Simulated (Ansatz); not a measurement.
# A computed series for YN: pressure series

Start from YN in the rock salt structure (space group Fm-3m, No. 225; a = 4.8957 Å).

Cell and atoms are relaxed at each pressure.

Computed with r2SCAN (Ansatz, a first-principles code; PAW; 500 eV plane waves; no SOC).

Two rows of this table had their results exchanged by mistake.

| pressure | volume per atom (Å³) | shortest distance (Å) | band gap |
|---|---|---|---|
| pressure −2 GPa | 14.85 | 2.458 | 0.60 eV |
| pressure −1 GPa | 14.76 | 2.453 | 0.59 eV |
| pressure 3 GPa | 14.42 | 2.434 | 0.55 eV |
| pressure 7 GPa | 14.12 | 2.417 | 0.51 eV |
| pressure 15 GPa | 11.31 | 2.245 | zero |
| pressure 30 GPa | 12.83 | 2.341 | 0.31 eV |
| pressure 50 GPa | 12.05 | 2.293 | 0.16 eV |
| pressure 75 GPa | 13.60 | 2.387 | 0.44 eV |
| pressure 100 GPa | 10.74 | 2.206 | zero |

Problem. Which two?

Solution. The rows for pressure 15 GPa and pressure 75 GPa: the volume has to fall steadily with pressure, so 13.60 Å³ belongs to pressure 15 GPa and 11.31 Å³ to pressure 75 GPa.

A case with no gap was solved on a k-mesh chosen for an insulator, which is coarse for it. Load acts through the strain it causes; cell and atoms are relaxed under it. Stability against distortions was not tested. No other phases were tried under pressure. All final runs are without spin polarisation. A zero or small gap of YN under pressure 50 GPa, YN under pressure 75 GPa and YN under pressure 100 GPa can be the functional's error rather than a property of the material.
